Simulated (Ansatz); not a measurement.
# SnO under a change: biaxial strain −0.82 %, plane normal [001], relaxed out of plane

Consider SnO in the litharge type structure (space group P4/nmm, No. 129; a = 3.770 Å, c = 4.560 Å; layered, stacked along the Cartesian z axis). Axes: x, y, z lie along a, b, c of the conventional cell.

The change: biaxial strain −0.82 %, plane normal [001], relaxed out of plane (Cartesian); in-plane vectors clamped, the third vector and the atoms free.

Level of theory: PBEsol-D3(BJ)/PAW in Ansatz (a quantum-chemistry and plane-wave program), scalar-relativistic without spin-orbit coupling. Γ-centred 12×12×10 mesh, Fermi–Dirac width 0.05 eV.

The volume per atom shrinks by 0.195 Å³ to 16.01 Å³ and the pressure (mean of the normal stresses, compression positive) goes from zero to 0.9 GPa. The band gap is still zero and the out-of-plane strain comes out as +0.44 % (rough). The mean in-plane stress (compression positive) is +1.4 GPa (rough).

Final structure (turned so that z lies along the plane normal):

```xyz
4
Lattice="3.7391 0.0000 0.0000 0.0000 3.7391 0.0000 0.0000 0.0000 4.5798" Properties=species:S:1:pos:R:3 pbc="T T T"
Sn     1.8696     0.0000     1.1677
Sn     0.0000     1.8696     3.4121
O      0.0000     0.0000     0.0000
O      1.8696     1.8696     0.0000
```

Without a gap, meshes like the base's 12×12×10 leave anisotropic stresses uncertain by several tenths of a GPa, and small strain energies with them. Whether these cells are dynamically stable was not tested. All final runs are without spin polarisation. A zero or small gap of SnO can be the functional's error rather than a property of the material.
